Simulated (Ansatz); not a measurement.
Base system: S (space group P3_221, No. 154; a cell from a computed database, its experimental status unchecked; made of chains).

```xyz
9
Lattice="7.5652 0.0000 0.0000 -3.7826 6.5516 0.0000 0.0000 0.0000 4.3648" Properties=species:S:1:pos:R:3 pbc="T T T"
S      0.4260     0.7379     2.1824
S      6.7131     0.0000     0.7275
S     -3.3565     5.8137     3.6374
S      0.8437     4.4236     3.3356
S     -0.4702     5.0705     1.8807
S     -0.3735     3.6091     0.4258
S      3.4091     2.9425     1.0292
S      4.6263     2.1281     2.4841
S      3.3124     1.4811     3.9391
```

Cartesian axes are those of the cell as printed.

Level of theory: PBEsol in Ansatz (plane waves to 420 eV, PAW, no spin-orbit coupling).

Base values:

The hole mass is 1.1 mₑ along c, 1.3 mₑ across (at H), the smallest direct gap comes out as 1.95 eV and the band gap is 1.85 eV.

Modification: tensile biaxial strain of 0.71 % in the plane normal to [001], as in epitaxy on a mismatched substrate; the out-of-plane cell vector and the atoms relax.

How does this affect the in-plane stress?

The mean in-plane stress (compression positive) amounts to -0.1 GPa.

What does the calculation give for the hole mass after the change?

The hole mass goes from 1.1 mₑ along c, 1.3 mₑ across (at H) to 1.0 mₑ out of plane, 1.3 mₑ in plane (at H).

Estimate the effect on the smallest direct gap.

The smallest direct gap grows by 0.04 eV, from 1.95 eV to 1.99 eV.

What does the calculation give for the band gap after the change?

The band gap rises by 0.04 eV, from 1.85 eV to 1.89 eV.

Estimate the effect on the out-of-plane strain.

The out-of-plane strain comes out as -0.02 %.

Masses are band curvatures over ±0.01 Å⁻¹ around the edge. No phonon test of stability was made. No dispersion term is included in the PBEsol runs. This is not the structure that S has at room temperature and ambient pressure.

Ansatz is a program for electronic structure.
